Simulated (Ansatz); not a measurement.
The cell is made up: elements placed on another compound's structure type, so the phase may be hypothetical.

The decay constant κ of evanescent states in the gap governs leakage through a thin film.

```
CELL_PARAMETERS angstrom
      3.18035     0.00000     0.00000
      0.00000     5.51538     0.00000
      0.00000     0.00000     5.51538
ATOMIC_POSITIONS crystal
  B  0.00000 0.67847 0.32153
  B  0.00000 0.32153 0.67847
  B  0.50000 0.82153 0.82153
  B  0.50000 0.17847 0.17847
  P  0.00000 0.31921 0.31921
  P  0.00000 0.68079 0.68079
  P  0.50000 0.81921 0.18079
  P  0.50000 0.18079 0.81921
```

Space group of this cell: P4_2/mnm. The cell was relaxed by PBE-D3(BJ); by r2SCAN its mean pressure is 2.9 GPa.

Transport runs along the normal of the first two printed cell vectors.

No gap correction and no spin-orbit coupling; mid-gap values are interpolated between computed energies.

Task: Compute, with r2SCAN (Ansatz, a program for electronic structure), the band gap and the smallest decay constant κ at mid-gap.

Result: Gap 0.48 eV on a 10×6×6 mesh; κ = 0.114 1/Å, at the zone centre.
